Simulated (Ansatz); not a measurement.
# H2 on graphene, one in a 3x3 cell, started at the site 'hollow C-C-C-C-C-C'

All values below come from PBE with D3(BJ) dispersion (plane waves to 420 eV, PAW; Ansatz, a first-principles code).

Set-up: 20 atoms; mesh 4x4x1; 0.05 eV smearing; dipole correction on; 1 atoms held, the rest relaxed; no symmetry held; no spin, no spin-orbit, no U. At the end no host atom lies within bonding distance. In D3-corrected PBE it is, or lies within 0.03 eV of, the lowest of the starts that converged.

```json
{
 "adsorption energy against H2(g)": "-1.49 kcal/mol",
 "work_function_of_the_top_face": "4.27 eV",
 "change_of_the_work_function": "0.022 eV",
 "change_of_the_step_from_the_bottom_to_the_top_vacuum_level_against_the_clean_slab": "0.019 eV",
 "energy_released_by_relaxation": "3.41 eV",
 "height of the binding atom over the mean of the host atoms within 0.3 Å of the top one": "2.997 Å",
 "nearest_host_atoms_of_the_binding_atom": "C at 3.19 Å, C at 3.20 Å, C at 3.33 Å",
 "largest_move_of_a_host_atom": "0.00 Å",
 "cost": "roughly 6 core-minutes"
}
```

A negative adsorption energy means that the adsorbate is more stable on the surface than in its reference.
